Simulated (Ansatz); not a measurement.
## beta Ga2O3: the defect V_Ga+V_O

Computed with PBE, PAW (plane waves to 420 eV; Ansatz, a quantum-chemistry and plane-wave program). Cell: 120 sites, 1×3×2 repeats of a cell of 20 atoms; final energies on a 2×2×2 shifted mesh. Sites at the start: the Ga(2) site; O(1) 1.97 Å away. Finite-size correction: monopole term and site-potential alignment. Dielectric constants: PBE linear response of the host. Host gap at this level: 2.01 eV. These values are not converged in cell size to better than tenths of an eV. PBE underestimates the host's gap, which shifts levels and can delocalise carriers. Spin–orbit coupling is left out. Each state is the lowest found from its start.

Formation energies E_f are given with the Fermi level at the valence-band maximum. Chemical conditions: Ga-rich (Δμ(Ga) = 0.00 eV, Δμ(O) = -3.04 eV; only phases computed here count, gases as isolated molecules at 0 K); O-rich (Δμ(Ga) = -4.56 eV, Δμ(O) = 0.00 eV; only phases computed here count, gases as isolated molecules at 0 K). Reference phases: Ga: alpha gallium, O: O2 molecule in a box.

The name describes the start.

Charges with a result: +1, 0, −1. Others weren't obtained, and one of them could lie lower, also by skipping a charge.

```json
[
 {"charge": "+1†", "moment (μB)": "2.0", "point group": "–", "largest move off a lattice site (Å)": "0.81", "image correction with alignment (eV)": "-0.21", "E_f, Ga-rich (eV)": "–", "E_f, O-rich (eV)": "–", "above the lowest spin state (eV)": "0.00"},
 {"charge": "+1†", "moment (μB)": "not spin-polarised", "point group": "–", "largest move off a lattice site (Å)": "0.82", "image correction with alignment (eV)": "-0.23", "E_f, Ga-rich (eV)": "–", "E_f, O-rich (eV)": "–", "above the lowest spin state (eV)": "0.20"},
 {"charge": "0", "moment (μB)": "1.0", "point group": "Cs", "largest move off a lattice site (Å)": "0.85", "image correction with alignment (eV)": "0.00", "E_f, Ga-rich (eV)": "6.74", "E_f, O-rich (eV)": "5.22", "above the lowest spin state (eV)": "0.00"},
 {"charge": "0", "moment (μB)": "1.0", "point group": "Cs", "largest move off a lattice site (Å)": "0.85", "image correction with alignment (eV)": "0.00", "E_f, Ga-rich (eV)": "6.74", "E_f, O-rich (eV)": "5.22", "above the lowest spin state (eV)": "0.00"},
 {"charge": "−1", "moment (μB)": "0.0", "point group": "Cs", "largest move off a lattice site (Å)": "0.88", "image correction with alignment (eV)": "0.46", "E_f, Ga-rich (eV)": "7.51", "E_f, O-rich (eV)": "5.99", "above the lowest spin state (eV)": "0.00"},
 {"charge": "−1", "moment (μB)": "not spin-polarised", "point group": "Cs", "largest move off a lattice site (Å)": "0.89", "image correction with alignment (eV)": "0.46", "E_f, Ga-rich (eV)": "7.51", "E_f, O-rich (eV)": "5.99", "above the lowest spin state (eV)": "0.00"}
]
```

† Not settled in this cell, so no level is given: charge +1: a level filled in part, carriers not clearly localised.

Point groups are those of the whole cell at tolerances of 0.03 and 0.1 Å ("near" where only the looser one holds); none is given for unsettled states.

Starting moments that weren't kept: charge 0 began with 3 μB and ended with 1.0; charge −1 began with 2 μB and ended with 0.0.

Transition levels above the valence-band maximum: ε(0/−1) = 0.77 eV. With a charge missing or unsettled, these needn't be thermodynamic levels.

Flagged in the runs: a host whose relaxation on this sampling wasn't shown to rest.

All states together cost around 18 core-hours (rough).
